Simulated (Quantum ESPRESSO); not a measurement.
Quantum ESPRESSO is run on Ta (Im-3m, 1 atom in the cell), and the run fails. The aim is a self-consistent single point with DFT, PBEsol, plane waves, PseudoDojo standard norm-conserving (PBESOL) pseudopotentials.

Cell that was meant: a = 2.9335 Å, b = 2.9335 Å, c = 2.9335 Å, α = 109.47°, β = 109.47°, γ = 109.47°.

Part of the input:

```fortran
  smearing = 'marzari-vanderbilt'
  degauss = 0.0073499
/
ATOMIC_SPECIES
Ta   180.9479  Ta.upf
CELL_PARAMETERS angstrom
  -1.69365500     1.69365500     1.69365500
```

Output (repeated stretches shortened):

```
     This program is part of the open-source Quantum ESPRESSO suite
     for quantum simulation of materials; please cite

 %%%%%%%%%%%%%%%%%%%%%%%%%%%%%%%%%%%%%%%%%%%%%%%%%%%%%%%%%%%%%%%%%%%%%%%%%%%%%%
     Error in routine  read_namelists (1):
      bad line in namelist &electrons: "11 11 11  0 0 0" (error could be in the previous line)
 %%%%%%%%%%%%%%%%%%%%%%%%%%%%%%%%%%%%%%%%%%%%%%%%%%%%%%%%%%%%%%%%%%%%%%%%%%%%%%

     stopping ...
```

**Question.** Read the log: what does the program object to, and what is the fix?

**Answer.** The fault is a required namelist left out. The program reads the namelists in a fixed order, even empty ones. To fix it, add the namelist. The program stopped before any SCF iteration.

The sound input it was made from differs as follows (other fixes are possible):
```diff
+&electrons
+  conv_thr = 1.0d-10
+/
```

With that input, the run converged in 7 iterations: free energy E − TS -1770.8624 eV; Fermi level (on the code's own zero) 16.71 eV; pressure -16.91 GPa (DFT, PBEsol, plane waves, PseudoDojo standard norm-conserving (PBESOL) pseudopotentials).

On the sound input: the starting cell comes from a database of computed structures (which also holds hypothetical and non-ambient phases and stackings), without a prior relaxation at this level. Its lattice was rescaled by a random factor within 2.5 % of one. Spin polarisation is off. With a pressure of about -17 GPa the cell is away from its equilibrium volume at this level.
